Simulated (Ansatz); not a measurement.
Take MgIn$_{2}$O$_{4}$ (space group I-4, No. 82; a = 4.7706 Å, c = 9.8962 Å; a hypothetical phase, not in the database extracts checked) as the base. Axes: x, y, z lie along a, b, c of the conventional cell.

Perturbation: the symmetric strain tensor [-0.0199 -0.0226 0.0008; -0.0226 0.0106 0.0046; 0.0008 0.0046 -0.0174], atoms relaxed at fixed cell.

Levels (all Ansatz, a first-principles code, PAW): PBEsol (420 eV, no spin-orbit coupling); PBEsol+SOC (420 eV, noncollinear with spin-orbit coupling).

The geometry is relaxed with PBEsol.

| Quantity | Result |
|---|---|
| PBEsol lowest conduction level above the VBM at special points | Γ 1.41 eV; Z 3.77 eV; Y 3.92 eV; T₂ 3.93 eV |
| PBEsol smallest direct gap | 1.44 eV |
| PBEsol gap character | indirect, R₂ → Γ |

With PBEsol+SOC at the same geometry, the lowest conduction level above the VBM at special points becomes Γ 1.42 eV; Z 3.77 eV; Y 3.92 eV; T₂ 3.93 eV (PBEsol: Γ 1.41 eV; Z 3.77 eV; Y 3.92 eV; T₂ 3.93 eV); the smallest direct gap is still 1.44 eV; the gap character is still indirect, R₂ → Γ.

Single points use the geometry relaxed with PBEsol. The spin-orbit shifts are approximate. Stability against distortions was not tested. Labels are those of the standard path for the cell's own space group.
